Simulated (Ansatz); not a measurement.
**HgTe (P3₁21, No. 152, 6 atoms in the cell; start mp-358; a measured phase of this formula has another space group)**

Method: HSE06 (Ansatz, a program for electronic structure, plane waves, PAW).

Numerical settings: plane-wave cutoff 460 eV, 6×6×2 k mesh (along the axes of the cell as run), Fermi–Dirac smearing 0.01 eV, scalar-relativistic PAW data made under PBE.

Cell (relaxed with PBEsol):

```xyz
6
Lattice="4.5129 0.0000 0.0000 -2.2564 3.9083 0.0000 0.0000 0.0000 10.1552" Properties=species:S:1:pos:R:3 pbc="T T T"
Hg     0.8050     1.3944     0.0000
Hg     2.9028     0.0000     3.3851
Hg    -1.4514     2.5139     6.7702
Te     1.0353     1.7932     5.0776
Te     2.4423     0.0000     8.4627
Te    -1.2211     2.1151     1.6925
```

For HgTe (P3₁21, No. 152, 6 atoms in the cell; start mp-358; a measured phase of this formula has another space group), the band gap is 0.79 eV (on the SCF k mesh) and the smallest direct gap on the k points sampled comes out as 1.04 eV.

Note: cell and atoms aren't relaxed at this level (largest force component 0.14 eV/Å, pressure 1.7 GPa).

Spin–orbit coupling is not included; with these elements it can move the gap by several tenths of an eV or more.

Computed values are for the static lattice.

The result took around 8 core-minutes (rough).

A start named mp-… is a Materials Project structure, which need not be a measured phase.
